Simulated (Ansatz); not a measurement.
## A computed series for hypothetical simple cubic Pt: response to strain

Base system: Pt in the simple cubic structure (space group Pm-3m, No. 221; a hypothetical phase, not in the database extracts checked; relaxed with 0.1 eV smearing).

```
CELL_PARAMETERS angstrom
      2.62537     0.00000     0.00000
      0.00000     2.62537     0.00000
      0.00000     0.00000     2.62537
ATOMIC_POSITIONS crystal
  Pt 0.00000 0.00000 0.00000
```

Cartesian axes are those of the cell as printed.

Strains are applied to the cell and any free atomic positions relax; under biaxial strain the out-of-plane vector relaxes too.

Computed with PBE/PAW in Ansatz (a quantum-chemistry and plane-wave program), spin-orbit coupling left out.

Notes on the quantities. pressure: mean of the normal stresses, compression positive; energy relative to the base: free energy F.

| change | pressure | shortest interatomic distance | energy relative to the base |
|---|---|---|---|
| base | 0.0 GPa | 2.625 Å | 0 meV/atom |
| biaxial strain −1.07 %, plane normal [001], relaxed out of plane | 3.7 GPa | 2.597 Å | +6.5 meV/atom |
| biaxial strain +1.55 %, plane normal [001], relaxed out of plane | -4.4 GPa | 2.614 Å | +12 meV/atom |
| isotropic strain −1.76 % | 11.4 GPa | 2.579 Å | +31 meV/atom |
| isotropic strain +0.91 % | -4.7 GPa | 2.649 Å | +7.5 meV/atom |
| isotropic strain +1.34 % | -6.6 GPa | 2.661 Å | +16 meV/atom |

Whether these cells are dynamically stable was not tested. The final runs are not spin-polarised. Pt lies near a magnetic instability that expansion can trigger; it was not tested.
